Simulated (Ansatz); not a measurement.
Functionals compared on a O vacancy (middle of the slab) in a 2x1 cell of the 1x1 (101) surface of anatase TiO2 (cut with top plane O), in Ansatz (plane waves, PAW). The structure was relaxed with PBE; the other rows are single points on it, each with its references at the same level. Cutoff 420 eV (500 eV for r2SCAN). The points keep PBE's geometry, so the relaxation of a polaron and the settling of charge on one site are left out. HSE06 used the coarser mesh 2x3x1.

Host crystal: anatase TiO2, with a band gap (PBE, scalar-relativistic without spin-orbit coupling).

Model: 35-atom slab, 9.4 Å thick at the start (thin: gaps and levels are the slab's own), 3x4x1 mesh, Fermi-Dirac 0.01 eV, dipole correction, 4 atoms held, the rest relaxed; no symmetry held; spin-polarised from one start with parallel moments (other orders not tried), ending with about 0.2 μB a cell, a value that depends on the mesh; orders that need a larger cell were not tried, no spin-orbit, no U. The slab shows no gap over 0.04 eV on its mesh. These notes are the PBE run's. r2SCAN: The program's check for a lower electronic state was not made. HSE06: The program's check for a lower electronic state was not made.

```tsv
functional	formation energy (eV)
PBE	4.98
r2SCAN	(withheld)
HSE06	5.40
```

Problem. Fill in the missing entries.

Solution. 
- r2SCAN, formation energy (eV): 5.52

Ansatz is a first-principles code.
